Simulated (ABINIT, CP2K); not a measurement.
An ABINIT input for a self-consistent single point of ZrS (Fm-3m, 2 atoms in the cell) (DFT, PBEsol, plane waves, norm-conserving pseudopotentials (PseudoDojo nc-sr-04 PBEsol standard)):

```
# ZrS, PseudoDojo nc-sr-04 PBEsol standard
pp_dirpath "./"
pseudos "Zr.upf, S.upf"
acell 3*1.0
rprim
        -0.0000000000    4.9577153852    4.9577153852
         4.9577153852   -0.0000000000    4.9577153852
         4.9577153852    4.9577153852   -0.0000000000
natom 2
ntypat 2
znucl 40 16
typat 1 2
xcart
         0.0000000000    0.0000000000    0.0000000000
         4.9577153852    4.9577153852    4.9577153852
ecut 33
occopt 7
tsmear 0.00999582
nband 14
kptopt 1
ngkpt 11 11 11
nshiftk 1
shiftk 0 0 0
nstep 80
tolvrs 1.0e-11
prtwf 0
prtden 0
```

### Question
Translate this input to CP2K.

### Answer
One input that does it (others would too):

```
&GLOBAL
  PROJECT calc
  RUN_TYPE ENERGY_FORCE
  PRINT_LEVEL LOW
&END GLOBAL
&FORCE_EVAL
  METHOD Quickstep
  STRESS_TENSOR ANALYTICAL
  &DFT
    BASIS_SET_FILE_NAME BASIS_MOLOPT
    POTENTIAL_FILE_NAME GTH_POTENTIALS
    &QS
      METHOD GPW
      EPS_DEFAULT 1E-10
    &END QS
    &MGRID
      CUTOFF 500
      REL_CUTOFF 50
      NGRIDS 5
    &END MGRID
    &SCF
      SCF_GUESS ATOMIC
      EPS_SCF 1E-6
      MAX_SCF 100
      ADDED_MOS 4
      &DIAGONALIZATION
        ALGORITHM STANDARD
      &END DIAGONALIZATION
      &MIXING
        METHOD BROYDEN_MIXING
        ALPHA 0.2
        NBUFFER 10
      &END MIXING
      &SMEAR ON
        METHOD GAUSSIAN
        SIGMA [eV] 0.272
      &END SMEAR
    &END SCF
    &KPOINTS
      SCHEME MONKHORST-PACK 11 11 11
    &END KPOINTS
    &XC
      &XC_FUNCTIONAL
        &PBE
          PARAMETRIZATION PBESOL
        &END PBE
      &END XC_FUNCTIONAL
    &END XC
    &PRINT
      &MO
        EIGENVALUES T
        OCCUPATION_NUMBERS T
        NDIGITS 8
        FILENAME mo
        &EACH
          QS_SCF 0
        &END EACH
        ADD_LAST NUMERIC
      &END MO
      &MULLIKEN OFF
      &END MULLIKEN
    &END PRINT
  &END DFT
  &SUBSYS
    &CELL
      A 3.71020300 0.00000000 0.00000000
      B 1.85510200 3.21313000 0.00000000
      C 1.85510200 1.07104300 3.02936800
      PERIODIC XYZ
    &END CELL
    &COORD
      SCALED
      Zr       0.00000000     0.00000000     0.00000000
      S        0.50000000     0.50000000     0.50000000
    &END COORD
    &KIND Zr
      BASIS_SET DZVP-MOLOPT-SR-GTH
      POTENTIAL GTH-PBE-q12
    &END KIND
    &KIND S
      BASIS_SET DZVP-MOLOPT-SR-GTH
      POTENTIAL GTH-PBE-q6
    &END KIND
  &END SUBSYS
  &PRINT
    &FORCES ON
    &END FORCES
    &STRESS_TENSOR ON
    &END STRESS_TENSOR
  &END PRINT
&END FORCE_EVAL
```

Basis settings and potentials, where a program has them, do not carry over. This input uses DFT PBEsol, GPW, DZVP-MOLOPT-SR-GTH basis, GTH-PBE potentials (GTH_POTENTIALS). Both were run: pressure -5.93 GPa in ABINIT and -6.41 in CP2K.

On ABINIT: the starting cell comes from a database of computed structures (which also holds hypothetical and non-ambient phases and stackings), without a prior relaxation at this level. With a pressure of about -6 GPa the cell is away from its equilibrium volume at this level.

On CP2K: the starting cell comes from a database of computed structures (which also holds hypothetical and non-ambient phases and stackings), without a prior relaxation at this level. Values carry the incompleteness of an atom-centred basis. The potentials were made for another functional than the one used. With a pressure of about -6 GPa the cell is away from its equilibrium volume at this level.
